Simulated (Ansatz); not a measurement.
Ansatz (an electronic-structure program) run on ZrNi2P2 (I4/mmm, 5 atoms in the cell): self-consistent single point.

Method of the run: LDA (PW92), PAW files made with PBE (plane waves; Ansatz).

The change in words: lattice scaled by 0.98. Reference geometry:
```yaml
crystal:
  lattice:
    - [-1.88834, 1.88834, 4.87944]
    - [1.88834, -1.88834, 4.87944]
    - [1.88834, 1.88834, -4.87944]
  atoms:
    - { symbol: Zr, position: [0.00000, 0.00000, 0.00000] }
    - { symbol: Ni, position: [0.25000, 0.75000, 0.50000] }
    - { symbol: Ni, position: [0.75000, 0.25000, 0.50000] }
    - { symbol: P, position: [0.61774, 0.61774, 0.00000] }
    - { symbol: P, position: [0.38226, 0.38226, 0.00000] }
```

Reference input (self-consistent single point, DFT, LDA (PW92), plane waves, PAW files made with PBE): kpoints.mp_grid.grid = 8 8 8; hamiltonian.xc = lda; hamiltonian.pseudopotentials = {kind: paw} (the program's default PAW files); scf.occupations.method = gaussian; scf.occupations.width = 0.02 Ry. This run's input differs from it in these lines:

```diff
@@ -3,5 +3,5 @@
   lattice:
-    - [-1.888341, 1.888341, 4.879440]
-    - [1.888341, -1.888341, 4.879440]
-    - [1.888341, 1.888341, -4.879440]
+    - [-1.850574, 1.850574, 4.781851]
+    - [1.850574, -1.850574, 4.781851]
+    - [1.850574, 1.850574, -4.781851]
   atoms:
```

Output (repeated stretches shortened):

```
SCF iter   1: F=—  HF=-17081.637870 eV  |F-HF|=—  |Δ(HF+E_count)|=         —  Δρ=4.70e-2  dr2=2.04e0  ethr=3.10e-3  ⟨swp⟩=5.5  Hψ=7843  notcnv=0
all-band conjugate gradients solve this SCF's bands
preconditioner: auto → Kerker (q_TF=auto, 2.674 Å⁻¹)
SCF iter   2: F=—  HF=-17081.293137 eV  |F-HF|=—  |Δ(HF+E_count)|=   3.45e-1  Δρ=2.16e-2  dr2=5.29e-1  ethr=3.10e-3  ⟨swp⟩=2.0  Hψ=2799  notcnv=0  defer=31
   [... lines left out ...]
SCF iter   5: F=—  HF=-17081.117356 eV  |F-HF|=—  |Δ(HF+E_count)|=   6.83e-4  Δρ=6.48e-4  dr2=2.48e-4  ethr=4.34e-6  ⟨swp⟩=2.0  Hψ=4235  notcnv=0  defer=26
SCF iter   6: F=—  HF=-17081.117271 eV  |F-HF|=—  |Δ(HF+E_count)|=   8.58e-5  Δρ=2.00e-4  dr2=3.67e-5  ethr=4.27e-7  ⟨swp⟩=2.0  Hψ=2930  notcnv=0  defer=26
SCF iter   7: F=—  HF=-17081.117274 eV  |F-HF|=—  |Δ(HF+E_count)|=   3.12e-6  Δρ=9.81e-5  dr2=6.27e-6  ethr=6.33e-8  ⟨swp⟩=2.3  Hψ=3546  notcnv=0  defer=26
SCF iter   8: F=-17081.117273 eV  HF=-17081.117273 eV  |F-HF|=5.08e-8  |Δ(HF+E_count)|=   7.60e-7  Δρ=9.26e-6  dr2=6.64e-8  ethr=1.72e-10  ⟨swp⟩=7.4  Hψ=10875  notcnv=0
SCF 1 converged in 8 iterations: F = -17081.117273 eV  dr2 = 6.64e-8
Free energy (F): -17081.117273 eV
Internal energy: -17081.047372 eV  (E = F + TS)
E sigma→0 (E₀):  -17081.082323 eV
Entropy (-TS):   -0.069901 eV (-13.980 meV/atom)
Fermi energy:    16.636781 eV
--- Forces (eV/Å), atoms counted from 1 ---
  atom   1  Zr     0.00000000     0.00000000     0.00000000
  atom   2  Ni    -0.00000000     0.00000000     0.00000000
  atom   3  Ni     0.00000000     0.00000000     0.00000000
  atom   4  P      0.00000000     0.00000000     0.46623088
  atom   5  P      0.00000000     0.00000000    -0.46623088
--- Stress (GPa, compression-positive) ---
      -10.424783       0.000000       0.000000
        0.000000     -10.424783      -0.000000
        0.000000       0.000000      -9.291671
  P = ⅓ Tr σ = -10.0471 GPa (-100.471 kbar)
  The stress holds the Pulay correction. Without it, at fixed plane waves, as pw.x and ABINIT print it: P = -10.0932 GPa
```

The run converged in 8 iterations. Against the reference run the free energy drops by 74.4 meV/atom, the pressure goes from -18.53 to -10.05 GPa and the largest force goes from 0.740 to 0.466 eV/Å.

The starting cell comes from a database of computed structures (which also holds hypothetical and non-ambient phases and stackings), without a prior relaxation at this level. Its lattice was rescaled by a random factor within 2.5 % of one. For this run, on top of that: lattice scaled by 0.98. Spin polarisation is off, so a magnetic state, if there is one, cannot be reached. With a pressure of about -10 GPa the cell is away from its equilibrium volume at this level. Ansatz's pressure includes its estimate of the finite-basis (Pulay) stress.

Keys are those of Ansatz 0.2.
